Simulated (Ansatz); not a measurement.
# ZnCo3C: response to strain

The parent structure is ZnCo₃C in the anti-perovskite structure (space group Pm-3m, No. 221; a = 3.684 Å; ferromagnetic; a cell from a computed database, its experimental status unchecked). Axes: x, y, z lie along the cube axes.

Strains are applied to the cell and any free atomic positions relax; under biaxial strain the out-of-plane vector relaxes too.

All numbers come from Ansatz (a program for electronic structure) PBEsol, spin-orbit coupling left out.

Notes on the quantities. energy relative to the base: free energy F.

| case | volume per atom | magnetic state | energy relative to the base |
|---|---|---|---|
| base | 10.00 Å³ | ferromagnetic | 0 meV/atom |
| biaxial strain +1.01 %, plane normal [001], relaxed out of plane | 10.15 Å³ | ferromagnetic | +3.4 meV/atom |
| isotropic strain −4.97 % | 8.58 Å³ | weakly magnetic (sensitive to the mesh) | +0.205 eV/atom |
| isotropic strain +5.16 % | 11.63 Å³ | ferromagnetic | +155 meV/atom |
| uniaxial strain ε_zz = +0.71 % | 10.07 Å³ | ferromagnetic | +0.7 meV/atom |

Other magnetic orders, which the real material may have, were not ruled out. Without a gap, meshes like the base's 13×13×13 leave anisotropic stresses uncertain by several tenths of a GPa, and small strain energies with them. Stability against distortions was not tested.
